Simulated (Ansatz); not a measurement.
What strain tensor (xx, yy, zz, yz, xz, xy) = (+0.65, −0.46, +0.21, −0.47, +0.90, −0.07) % does to hypothetical zinc blende BiP

Take BiP in the zinc blende structure (space group F-43m, No. 216; a = 6.408 Å; a hypothetical phase, not in the database extracts checked; relaxed with 0.1 eV smearing) as the base. Axes: x, y, z lie along the cube axes.

Perturbation: strain tensor (xx, yy, zz, yz, xz, xy) = (+0.65, −0.46, +0.21, −0.47, +0.90, −0.07) %, atoms relaxed at fixed cell.

Level of theory: PBEsol, PAW, 420 eV (Ansatz, a quantum-chemistry and plane-wave program; scalar-relativistic without spin-orbit coupling). Γ-centred 16×16×16 mesh, Fermi–Dirac width 0.1 eV.

```json
[
 {"quantity": "volume per atom", "base": "32.89 Å³", "changed": "33.02 Å³", "shift": "+0.13 Å³"},
 {"quantity": "space group", "base": "F-43m (No. 216)", "changed": "P1 (No. 1)", "shift": "–"},
 {"quantity": "shortest interatomic distance", "base": "2.775 Å", "changed": "2.776 Å", "shift": "+0.001 Å"},
 {"quantity": "energy relative to the base (free energy F)", "base": "0 meV/atom", "changed": "-0.9 meV/atom", "shift": "-0.9 meV/atom"},
 {"quantity": "pressure (mean of the normal stresses, compression positive)", "base": "0.0 GPa", "changed": "-0.2 GPa", "shift": "-0.2 GPa"},
 {"quantity": "band gap", "base": "zero", "changed": "zero", "shift": "–"},
 {"quantity": "largest internal atomic displacement", "base": "–", "changed": "0.014 Å", "shift": "–"},
 {"quantity": "stress (xx, yy, zz, yz, xz, xy; compression positive)", "base": "–", "changed": "(-0.2, -0.2, -0.2, -0.2, 0.4, 0.0) GPa", "shift": "–"}
]
```

No phonon test of stability was made. The final runs are not spin-polarised. Under strain tensor (xx, yy, zz, yz, xz, xy) = (+0.65, −0.46, +0.21, −0.47, +0.90, −0.07) % the cell ends below the base's energy or with stress of the wrong sign: the atoms slid into a distortion or the cell is elastically unstable, so the base is not a stable minimum at this level.
